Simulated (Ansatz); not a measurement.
**Input and output of a self-consistent single point for Sc (P6_3/mmc, 2 atoms in the cell) (Ansatz, an electronic-structure program)**

Method: PBE (plane waves, PAW; Ansatz).

Input:

Ansatz 0.2 input:
```yaml
crystal:
  lattice:
    - [1.659965, -2.875144, 0.000000]
    - [1.659965, 2.875144, 0.000000]
    - [0.000000, 0.000000, 5.285810]
  atoms:
    - { symbol: Sc, position: [0.333333, 0.666667, 0.250000] }
    - { symbol: Sc, position: [0.666667, 0.333333, 0.750000] }
basis:
  ecutwfc: 420.0
kpoints:
  mp_grid: { grid: [11, 11, 6] }
hamiltonian:
  xc: pbe
  pseudopotentials: { kind: paw }
scf:
  occupations: { method: fermi_dirac, width: 0.1 }
output:
  forces: true
  eigenvalues: true
  stress: true
```

The program printed (abridged):

```
WARN the atoms were moved onto the symmetric positions of the space group found under crystal.symmetry.tolerance 1.0e-5 (fractional …
WARN ansatz: RAYON_NUM_THREADS=1 ignored (pool sized by the plan → 1); use --threads N
Pseudopotentials: kind: paw
Pseudopotential: Sc, paw, valence charge 11
Crystal: 2 atoms, lattice volume = 50.455 Å³
Basis set: ecut = 420 eV, 989 PW (Γ), exchange–correlation on 48×48×72 points (8 copies of the dense FFT grid, shifted against one another)
Bands: 15, of which v1, the nominal top of the filled ones, is band 11 counted from 1 (10 counted from 0)
Symmetry: 24 space group operations
Space group: P63/mmc (ITA 194), of the structure as read, at distance tolerance 3.7e-5 Å
k-points: 64 of 726
Initial density: superposition of atomic densities (neutral atoms: chi_scale 0, normalization atom), corrected by the library's trained network
Initial wavefunctions: pseudopotential atomic-orbital guess
Eigensolver: davidson
Functional: x = pbe(κ = 0.804, μ = 0.2195149727645171), c = pbe(β = 0.06672455060314922)
SCF iter   1: F=—  HF=-4271.678230 eV  |F-HF|=—  |Δ(HF+E_count)|=         —  Δρ=1.70e-3  dr2=1.35e-3  ethr=1.77e-3  ⟨swp⟩=3.2  Hψ=3929  notcnv=0
all-band conjugate gradients solve this SCF's bands
preconditioner: auto → none
SCF iter   2: F=—  HF=-4271.677606 eV  |F-HF|=—  |Δ(HF+E_count)|=   6.24e-4  Δρ=1.07e-3  dr2=6.05e-4  ethr=6.13e-6  ⟨swp⟩=1.3  Hψ=1624  notcnv=0
SCF iter   3: F=—  HF=-4271.677670 eV  |F-HF|=—  |Δ(HF+E_count)|=   6.46e-5  Δρ=1.10e-4  dr2=4.32e-6  ethr=2.75e-6  ⟨swp⟩=2.0  Hψ=1158  notcnv=0
SCF iter   4: F=—  HF=-4271.677648 eV  |F-HF|=—  |Δ(HF+E_count)|=   2.26e-5  Δρ=2.38e-5  dr2=1.73e-7  ethr=1.96e-8  ⟨swp⟩=2.3  Hψ=1682  notcnv=0
iter 5 did not close the SCF: its close was put off for the readings that it lacked (scf_convergence_deferred on its scf_iter line)
SCF iter   5: F=-4271.677648 eV  HF=-4271.677648 eV  |F-HF|=1.94e-9  |Δ(HF+E_count)|=   7.95e-8  Δρ=4.95e-6  dr2=6.39e-9  ethr=7.85e-10  ⟨swp⟩=2.1  Hψ=1529  notcnv=0
SCF iter   6: F=-4271.677648 eV  HF=-4271.677648 eV  |F-HF|=2.91e-11  |Δ(HF+E_count)|=   3.27e-9  Δρ=7.89e-7  dr2=1.87e-10  ethr=2.90e-11  ⟨swp⟩=1.0  Hψ=2921  notcnv=0
SCF 1 converged in 6 iterations: F = -4271.677648 eV  dr2 = 1.87e-10
SCF converged after 6 iterations
Free energy (F): -4271.677648 eV
Harris-Foulkes:  -4271.677648 eV  (|F-HF|=2.91e-11)
Internal energy: -4271.547002 eV  (E = F + TS)
E sigma→0 (E₀):  -4271.612325 eV
Entropy (-TS):   -0.130646 eV (-65.323 meV/atom)
Fermi energy:    8.998893 eV
--- Per-component energies (eV) ---
  E_band       = -344.090661
  E_kinetic    = 519.802047
  E_local      = -1705.523673  (includes V_loc(G=0)·N_el)
  E_nonlocal   = 166.225634
  E_hartree    = 582.177273
  E_xc         = -207.767607
  E_vxc        = -257.090254  (∫ρ·V_xc dr)
  E_paw        = -1910.818933  (= ΣΔE_a)
  E_vpaw       = -231.858525  (= ΣTr[D̂ρ^β])
  E_aug_tail   = 0.000022  (compensation charges beyond the density's cutoff)
  E_ewald      = -1715.641765
  E_smearing   = -0.130646  (= −TS)
  E_closure    = 0.000000  (closes the sum)
  Σ components = -4271.677648   (vs F -4271.677648, Δ=0.00e0)
--- Forces (eV/Å), atoms counted from 1 ---
  atom   1  Sc    -0.00000000    -0.00000000     0.00000000
  atom   2  Sc    -0.00000000     0.00000000     0.00000000
  max |Σ_I F_I| component: 3.70e-17 eV/Å
--- Stress (GPa, compression-positive) ---
       -0.599052       0.000000       0.000000
        0.000000      -0.599052       0.000000
        0.000000       0.000000      -1.828676
  P = ⅓ Tr σ = -1.0089 GPa (-10.089 kbar)
  The stress holds the Pulay correction. Without it, at fixed plane waves, as pw.x and ABINIT print it: P = -1.0318 GPa
--- Band table (eV; the first three rows and the last of 64) ---
  k-point 0: bands = ["-40.4801", "-40.4211", "-19.2790", "-18.9613", "-18.9613", "-18.9062", "-18.9062", "-18.8950", "3.9140", "7.3551", "9.3988", "10.5814", "10.5814", "10.6946", "10.9849"]
  k-point 1: bands = ["-40.4762", "-40.4251", "-19.2540", "-18.9576", "-18.9576", "-18.9215", "-18.9099", "-18.9099", "4.0918", "7.0596", "9.3950", "10.5158", "10.5158", "10.5789", "10.8900"]
  k-point 2: bands = ["-40.4654", "-40.4359", "-19.1853", "-18.9933", "-18.9476", "-18.9476", "-18.9200", "-18.9200", "4.6043", "6.2920", "9.5435", "10.2712", "10.4617", "10.4617", "10.6914"]
  k-point 63: bands = ["-40.4153", "-40.4153", "-19.2025", "-19.2025", "-19.0999", "-19.0999", "-18.9617", "-18.9617", "8.4057", "8.4057", "9.0706", "9.0706", "9.2497", "9.2497", "11.3010"]
```

The run converged in 6 iterations.

The starting cell has typed, rounded lattice constants, without a prior relaxation at this level. Its lattice was rescaled by up to half a per cent. Ansatz's pressure includes its estimate of the finite-basis (Pulay) stress.
